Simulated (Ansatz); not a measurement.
The starting structures come from a database of crystals and need not be the phases stable at ambient conditions.

Consider the following.

```
CELL_PARAMETERS angstrom
      5.84793     0.00000     0.00000
      0.00000    11.14043     0.00000
      2.92396    -5.57022     3.19054
ATOMIC_POSITIONS crystal
  Na 0.65238 0.48939 0.69524
  Na 0.34762 0.51061 0.30476
  Na 0.15238 0.20585 0.69524
  Na 0.84762 0.79415 0.30476
  Zn 0.75000 0.00000 0.00000
  Zn 0.25000 0.00000 0.00000
  S  0.28599 0.32568 0.42802
  S  0.71401 0.67432 0.57198
  S  0.78599 0.10234 0.42802
  S  0.21401 0.89766 0.57198
```

Space group of this cell: Ibam. The cell is taken as given.

Transport runs along the normal of the first two printed cell vectors.

The gap is the functional's own, uncorrected, and κ follows it; spin-orbit coupling is left out. Mid-gap values are interpolated between the computed energies.

### Question
Estimate the band gap and the smallest decay constant κ at mid-gap that r2SCAN (Ansatz, a first-principles code) returns for this system.

### Answer
Gap 3.10 eV on a 10×10×10 mesh; κ = 0.247 1/Å, at the zone centre.
